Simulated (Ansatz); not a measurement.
# Contacts of V

Plane-wave PAW runs of Ansatz (a program for electronic structure) at PBE, 420 eV, without spin–orbit coupling and spin-polarised for magnetic metals alone: periodic stacks cut from bulk faces, the metal strained to the host, one local minimum each, barriers from the potential line-up. PBE gaps are too small, so electron and hole barriers sum to less than measured.

```
metal face      host face  atoms; faces of host | metal; metal's strain (%)
-----------  ------------  ------------------------------------------------
(1) V (001)  MgO-rs (001)                           24; MgO/MgO | V/V; +0.4
(2) V (110)  HfO2-m (010)                               54; O/O | V/V; +3.5
(3) V (110)  MgO-rs (110)                           30; MgO/MgO | V/V; +0.4
(4) V (110)  SiC-3C (110)                           30; CSi/CSi | V/V; +3.3
```

Task: Estimate the barriers.

Result: 
```tsv
metal face	host face	atoms; faces of host | metal; metal's strain (%)	hole barrier (eV)	electron barrier (eV)
(1) V (001)	MgO-rs (001)	24; MgO/MgO | V/V; +0.4	3.65	0.81
(2) V (110)	HfO2-m (010)	54; O/O | V/V; +3.5	3.02	1.02
(3) V (110)	MgO-rs (110)	30; MgO/MgO | V/V; +0.4	3.32	1.14
(4) V (110)	SiC-3C (110)	30; CSi/CSi | V/V; +3.3	1.13	0.24
```
